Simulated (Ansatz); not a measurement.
LiBr under a change: pressure 1.8 GPa

Start from LiBr in the rock salt structure (space group Fm-3m, No. 225; a = 5.5111 Å).

Modification: a hydrostatic pressure of 1.8 GPa.

Method: PBE, PAW, 420 eV (Ansatz, a first-principles code; scalar-relativistic without spin-orbit coupling). k-mesh 10×10×10 (Γ-centred); smearing 0.05 eV (Fermi–Dirac).

The volume per atom decreases by 1.24 Å³ to 19.68 Å³ and the density grows by 0.218 g/cm³ (3.45 g/cm³ → 3.66 g/cm³). The shortest interatomic distance drops by 0.056 Å to 2.700 Å and the band gap goes up by 0.28 eV (4.91 eV → 5.19 eV). The gap character stays indirect, K–Γ (81 % along) → Γ and the smallest direct gap increases by 0.28 eV, from 4.91 eV to 5.19 eV. The mean gap deformation potential ΔEg/Δln V comes out as -4.5 eV and the width of the top valence band rises by 0.123 eV (1.13 eV → 1.26 eV). The electron mass remains 0.35 mₑ (at Γ) and the valley order (the lowest conduction-band minima on the path, energy above the VBM, named in the base's zone) becomes Γ 5.19 eV; L along ⟨111⟩ 5.65 eV; X along ⟨100⟩ 6.32 eV (base: Γ 4.91 eV; L along ⟨111⟩ 5.62 eV; X along ⟨100⟩ 6.23 eV).

Final structure:

```yaml
crystal:
  lattice:
    - [0.00000, 2.69979, 2.69979]
    - [2.69979, 0.00000, 2.69979]
    - [2.69979, 2.69979, 0.00000]
  atoms:
    - { symbol: Br, position: [0.00000, 0.00000, 0.00000] }
    - { symbol: Li, position: [0.50000, 0.50000, 0.50000] }
```

Cost of the whole job for the changed cell (relaxation, final SCF and bands): around 6 core-seconds (rough).

Load acts through the strain it causes; cell and atoms are relaxed under it. Masses are band curvatures over ±0.01 Å⁻¹ around the edge. Whether these cells are dynamically stable was not tested.
